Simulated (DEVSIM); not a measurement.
Device: CdS/CdTe n-p heterojunction, at 300 K.

```
layer (left to right)  material  thickness (μm)  Nd (cm⁻³)  Na (cm⁻³)   τn (s)   τp (s)
---------------------  --------  --------------  ---------  ---------  -------  -------
1                           CdS           0.290     4.6e16          -  5.7e-10  5.7e-10
2                          CdTe           0.180          -     6.3e15  5.7e-10  5.7e-10
```

Left contact: ohmic. Right contact: ohmic. Voltage is applied to the left contact. Recombination: SRH at mid-gap, Auger. Mobility is μmin + (μ − μmin)/(1 + (N/Nref)^α).

Constants are typed, rounded textbook-type inputs, not results; the design itself was drawn at random and stands for no fabricated device. Values at 300 K.

```tsv
parameter	CdS	CdTe
gap (eV)	2.4	1.5
affinity (eV)	4.3	4.28
permittivity	9	10.2
Nc (cm⁻³)	2.2e18	8e17
Nv (cm⁻³)	1.8e19	1.8e19
μn (cm²/Vs)	300	1000
μp (cm²/Vs)	25	80
μn,min	30	100
μp,min	3	10
Nref,n	1e17	1e17
Nref,p	1e17	1e17
αn	0.6	0.6
αp	0.6	0.6
Cn (cm⁶/s)	1e-30	1e-30
Cp (cm⁶/s)	1e-30	1e-30
```

Simulated with DEVSIM: 1D drift-diffusion, Boltzmann statistics, complete ionisation; no tunnelling, impact ionisation, image-force lowering or self-heating. Band offsets follow the typed affinities; no thermionic-emission limit at abrupt steps, no polarisation charge.

Tabulate band edges, carrier densities and field at -1.1 V on the left contact.

Energies count from the Fermi level of the right contact; mesh points crowd at the junctions.

| x (μm) | Ec (eV) | Ev (eV) | n (cm⁻³) | p (cm⁻³) | field (V/cm) |
|---|---|---|---|---|---|
| 0.000 | 1.200 | -1.200 | 4.6e16 | < 1e2 | -85 |
| 0.003664 | 1.200 | -1.200 | 4.6e16 | < 1e2 | -85 |
| 0.01003 | 1.200 | -1.200 | 4.6e16 | < 1e2 | -85 |
| 0.02213 | 1.200 | -1.200 | 4.6e16 | < 1e2 | -85 |
| 0.05016 | 1.200 | -1.200 | 4.6e16 | < 1e2 | -85 |
| 0.09464 | 1.199 | -1.201 | 4.6e16 | < 1e2 | -84 |
| 0.1617 | 1.199 | -1.201 | 4.6e16 | < 1e2 | -78 |
| 0.2320 | 1.199 | -1.201 | 4.5e16 | < 1e2 | 370 |
| 0.2587 | 1.202 | -1.198 | 4.0e16 | < 1e2 | 2100 |
| 0.2741 | 1.207 | -1.193 | 3.2e16 | < 1e2 | 5000 |
| 0.2830 | 1.212 | -1.188 | 2.6e16 | < 1e2 | 8000 |
| 0.2893 | 1.218 | -1.182 | 2.0e16 | < 1e2 | 11000 |
| 0.2924 | 1.241 | -0.259 | 3.0e15 | 8.0e14 | 9500 |
| 0.2978 | 1.246 | -0.254 | 2.5e15 | 9.7e14 | 8800 |
| 0.3116 | 1.257 | -0.243 | 1.6e15 | 1.5e15 | 7000 |
| 0.3326 | 1.270 | -0.230 | 9.3e14 | 2.4e15 | 4900 |
| 0.3668 | 1.282 | -0.218 | 4.8e14 | 3.9e15 | 2600 |
| 0.4104 | 1.290 | -0.210 | 2.2e14 | 5.3e15 | 1100 |
| 0.4440 | 1.293 | -0.207 | 9.1e13 | 5.9e15 | 630 |
| 0.4570 | 1.294 | -0.206 | 4.5e13 | 6.1e15 | 560 |
| 0.4646 | 1.294 | -0.206 | 1.9e13 | 6.2e15 | 530 |
| 0.4700 | 1.294 | -0.206 | < 1e2 | 6.3e15 | 530 |
